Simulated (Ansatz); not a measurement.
Take WSi2 (space group Fddd, No. 70; a = 4.5568 Å, b = 7.8736 Å, c = 8.9148 Å; a hypothetical phase, not in the database extracts checked) as the base.

Calculations: DFT with PBEsol, PAW potentials and a 420 eV plane-wave cutoff in Ansatz (a quantum-chemistry and plane-wave program), no SOC.

Base values:

The band gap comes out as zero and the volume per atom is 13.33 Å³.

Perturbation: a negative pressure, −2 GPa.

Q: Estimate the effect on the band gap and volume per atom.

A: The band gap remains zero; the volume per atom goes up by 0.12 Å³ (13.33 Å³ → 13.45 Å³).

Load acts through the strain it causes; cell and atoms are relaxed under it. Stability against distortions was not tested. All final runs are without spin polarisation.
